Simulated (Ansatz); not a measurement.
## Ca: pressure −1 GPa

Consider Ca in the fcc (Cu type) structure (space group Fm-3m, No. 225; a = 5.5265 Å).

One thing is altered: a negative pressure, −1 GPa.

Computed with PBE, PAW, 420 eV (Ansatz, a first-principles code; without spin-orbit coupling). Γ-centred 15×15×15 mesh, Fermi–Dirac width 0.05 eV.

| quantity | base | changed | shift |
|---|---|---|---|
| volume per atom | 42.20 Å³ | 44.98 Å³ | +2.78 Å³ |
| density | 1.58 g/cm³ | 1.48 g/cm³ | -0.10 g/cm³ |
| lattice parameter a | 5.527 Å | 5.645 Å | +0.1188 Å |
| shortest interatomic distance | 3.908 Å | 3.992 Å | +0.084 Å |
| enthalpy H = E + PV relative to the base's energy | – | -0.27 eV/atom | – |
| band gap | zero | zero | – |

Final structure:

```xyz
1
Lattice="0.0000 2.8227 2.8227 2.8227 0.0000 2.8227 2.8227 2.8227 0.0000" Properties=species:S:1:pos:R:3 pbc="T T T"
Ca     0.0000     0.0000     0.0000
```

Load acts through the strain it causes; cell and atoms are relaxed under it. Stability against distortions was not tested.
